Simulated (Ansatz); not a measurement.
## BePd, response to strain

Base system: BePd in the CsCl type structure (space group Pm-3m, No. 221; a = 2.798 Å; relaxed with 0.1 eV smearing). Axes: x, y, z lie along the cube axes.

Strains are applied to the cell and any free atomic positions relax; under biaxial strain the out-of-plane vector relaxes too; under stress the whole cell relaxes.

Calculations: Ansatz (an electronic-structure program) PBEsol, scalar-relativistic without spin-orbit coupling.

Notes on the quantities. energy relative to the base: free energy F.

```json
[
 {"change": "base", "energy relative to the base": "0 meV/atom", "volume per atom": "10.96 Å³"},
 {"change": "biaxial strain −4.22 %, plane normal [111], relaxed out of plane", "energy relative to the base": "+41 meV/atom", "volume per atom": "10.51 Å³"},
 {"change": "biaxial strain −0.72 %, plane normal [111], relaxed out of plane", "energy relative to the base": "+1.2 meV/atom", "volume per atom": "10.87 Å³"},
 {"change": "uniaxial strain ε_yy = +0.98 %", "energy relative to the base": "+0.7 meV/atom", "volume per atom": "11.06 Å³"},
 {"change": "uniaxial strain ε_yy = +1.95 %", "energy relative to the base": "+2.6 meV/atom", "volume per atom": "11.17 Å³"},
 {"change": "uniaxial stress, 1 GPa tension along x", "energy relative to the base": "+0.7 meV/atom", "volume per atom": "10.98 Å³"},
 {"change": "uniaxial stress, 2 GPa compression along z", "energy relative to the base": "…", "volume per atom": "…"}
]
```

Task: Complete the table.

Result: 
- uniaxial stress, 2 GPa compression along z, energy relative to the base: +0.8 meV/atom
- uniaxial stress, 2 GPa compression along z, volume per atom: 10.92 Å³

Stability under load was not tested beyond the relaxation. The final runs are not spin-polarised.
